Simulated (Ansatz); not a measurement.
How far to go with the k-point mesh at a smearing width of 0.02 eV: Pd (Fm-3m, 1 atom in the cell)

```yaml
crystal:
  lattice:
    - [0.00000, 1.95084, 1.95084]
    - [1.95084, 0.00000, 1.95084]
    - [1.95084, 1.95084, 0.00000]
  atoms:
    - { symbol: Pd, position: [0.00000, 0.00000, 0.00000] }
```

Method: PBE (plane waves, PAW; Ansatz, a program for electronic structure).

Base settings: basis.ecutwfc = 420 eV; kpoints.mp_grid.grid = 14 14 14; hamiltonian.xc = pbe; hamiltonian.pseudopotentials = {kind: paw} (the program's default PAW files); scf.occupations.method = fermi_dirac; scf.occupations.width = 0.1 eV.

In this ladder: scf.occupations.width = 0.02 eV.

Only quantities that move along the ladder and can be compared are tabulated.

The count of work is k-points × plane waves × bands × iterations; it is no time. 

The starting cell has typed, rounded lattice constants, without a prior relaxation at this level. Its lattice was rescaled by up to half a per cent. Spin polarisation is off. In the base run, with a pressure of about 6 GPa the cell is away from its equilibrium volume at this level. Ansatz's pressure includes its estimate of the finite-basis (Pulay) stress.

| kpoints.mp_grid.grid | free energy less the last step's (meV/atom) | pressure (GPa) | count of work / last |
|---|---|---|---|
| 5 5 5 | 157.20 | 8.10 | 0.0094 |
| 6 6 6 | -10.23 | 4.32 | 0.015 |
| 7 7 7 | -6.21 | 6.43 | 0.019 |
| 9 9 9 | -6.63 | 5.25 | 0.033 |
| 11 11 11 | 13.32 | 6.08 | 0.053 |
| 13 13 13 | -4.25 | 5.82 | 0.079 |
| 16 16 16 | -0.91 | 5.79 | 0.14 |
| 19 19 19 | 1.36 | 5.84 | 0.21 |
| 28 28 28 | 0.88 | 5.69 | 0.59 |
| 34 34 34 | 0.00 | 5.65 | 1.0 |

Coarsest kpoints.mp_grid.grid that holds the free energy within 5 meV/atom of the last step, with all finer ones: 13 13 13, at 0.079 of the last step's count of work; the step before is off by 13 meV/atom.

Coarsest kpoints.mp_grid.grid that holds the pressure within 0.1 GPa of the last step, with all finer ones: 28 28 28; the step before is off by 0.19 GPa.

Two neighbours can agree and both be off: 7 7 7 and 9 9 9 differ by 0.42 meV/atom in the free energy, yet lie about 6.6 meV/atom from the last step.

Keys are those of Ansatz 0.2.
